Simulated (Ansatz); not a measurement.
## A computed series for TiAl: pressure series

Base system: TiAl (space group P4/mmm, No. 123; a = 2.813 Å, c = 4.058 Å).

Cell and atoms are relaxed at each pressure.

Computed with r2SCAN in Ansatz (plane waves to 500 eV, PAW, no SOC).

```csv
P (GPa),V (Å³/atom)
-2.01,16.334
-1.01,16.193
0.89,15.941
2.09,15.791
4.50,15.508
8.99,15.038
14.99,14.499
22.50,13.930
29.99,13.446
```

Task: Fit a third-order Birch–Murnaghan equation of state.

Result: Least squares on P(V) = (3B₀/2)[(V₀/V)^(7/3) − (V₀/V)^(5/3)]·[1 + (3/4)(B₀′ − 4)((V₀/V)^(2/3) − 1)] gives V₀ = 16.06 Å³/atom, B₀ = 121 GPa and B₀′ = 3.8.

Load acts through the strain it causes; cell and atoms are relaxed under it. Whether these cells are dynamically stable was not tested. Competing high-pressure phases were not computed. The final runs are not spin-polarised.

Ansatz is a program for electronic structure.
